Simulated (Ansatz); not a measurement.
An Ansatz (an electronic-structure program) run: Na with a change (pressure 1.5 GPa); Ansatz PBEsol, no SOC.

Input:

Ansatz 0.2 input:
```yaml
crystal:
  lattice:
    - [-2.0313016204, 2.0313016204, 2.0313016204]
    - [2.0313016204, -2.0313016204, 2.0313016204]
    - [2.0313016204, 2.0313016204, -2.0313016204]
  atoms:
    - { symbol: Na, position: [0, 0, 0] }
basis: { ecutwfc: 420, ecutrho_ratio: 4, xc_grid: 2, fft_grid_basis: typed }
kpoints: { mp_grid: { grid: [16, 16, 16] } }
hamiltonian:
  xc: pbesol
  dispersion: none
  pseudopotentials: { kind: paw }
scf: { occupations: { method: fermi_dirac, width: 0.05 } }
relax: { f_tol: 0.01, max_steps: 60, cell: { stress_tol: 0.02, p_target: 1.5 } }
output: { forces: true, stress: true }
checkpoint: { write: state.ck, write_every: 1000 }
```

Output (explanatory and most iteration lines left out):

```
Relaxation: its limit of steps is 60 (relax.max_steps)
Pseudopotential: Na, paw, valence charge 9
Crystal: 1 atoms, lattice volume = 33.526 Å³
Basis set: ecut = 420 eV, 675 PW (Γ), exchange–correlation on 48×48×48 points (8 copies of the dense FFT grid, shifted against one another)
Bands: 9, of which v1, the nominal top of the filled ones, is band 5 counted from 1 (4 counted from 0)
Symmetry: 48 space group operations
Space group: Im-3m (ITA 229), of the structure as read, at distance tolerance 3.2e-5 Å
k-points: 145 of 4096
Functional: x = pbesol(κ = 0.804, μ = 0.12345679012345678), c = pbesol(β = 0.046)
SCF iter   1: F=—  HF=-1475.866401 eV  |F-HF|=—  |Δ(HF+E_count)|=         —  Δρ=1.84e-3  dr2=4.93e-4  ethr=1.77e-3  ⟨swp⟩=5.1  Hψ=8544  notcnv=0
SCF iter   2: F=—  HF=-1475.865836 eV  |F-HF|=—  |Δ(HF+E_count)|=   5.65e-4  Δρ=5.86e-4  dr2=7.14e-5  ethr=5.48e-6  ⟨swp⟩=2.5  Hψ=3166  notcnv=0
SCF 1 converged in 6 iterations: F = -1475.865820 eV  dr2 = 7.95e-9
relax step   1: F+E_penalty+E_count = -1475.86581963 eV  Δ(F+E_penalty+E_count) = +0.000e0 eV  max|allowed force component| = 0.000e0 eV/Å  Δτ_max = 0.0000 Å  P = +0.718 GPa  Ω = 33.526 Å³  (6 SCF iters, dr2 threshold 1.00e-7 eV, accepted)
[... steps on the carried basis left out ...]
relax step   5: F+E_penalty+E_count = -1475.85109250 eV  Δ(F+E_penalty+E_count) = +3.531e-5 eV  max|allowed force component| = 0.000e0 eV/Å  Δτ_max = 0.0000 Å  P = +1.500 GPa  Ω = 31.361 Å³  stress off target by 2.53e-4 GPa  SCF on the basis re-selected at this cell (its energy is not comparable with the rows above)  (4 SCF iters)
SCF converged after 4 iterations
Free energy (F): -1475.851092 eV
Internal energy: -1475.847594 eV  (E = F + TS)
E sigma→0 (E₀):  -1475.849343 eV
Entropy (-TS):   -0.003498 eV (-3.498 meV/atom)
Fermi energy:    2.492022 eV
--- Forces (eV/Å), atoms counted from 1 ---
  atom   1  Na    -0.00000000     0.00000000    -0.00000000
--- Stress (GPa, compression-positive) ---
        1.499747      -0.000000      -0.000000
        0.000000       1.499747       0.000000
        0.000000       0.000000       1.499747
  P = ⅓ Tr σ = 1.4997 GPa (14.997 kbar)
--- Relaxed structure (4 steps of the walk, 4 accepted, 1 SCFs on fresh bases) ---
  cell:  # Å, volume = 31.3607 Å³
    - [-1.9865919078635998, 1.9865919078635998, 1.9865919078635998]
    - [1.9865919078635998, -1.9865919078635998, 1.9865919078635998]
    - [1.9865919078635998, 1.9865919078635998, -1.9865919078635998]
  atoms:
    - { symbol: Na, position: [0.0, 0.0, 0.0] }
```

Load acts through the strain it causes; cell and atoms are relaxed under it. Whether these cells are dynamically stable was not tested. The cell was made from Na in the bcc (W type) structure (space group Im-3m, No. 229) by this change: pressure 1.5 GPa.
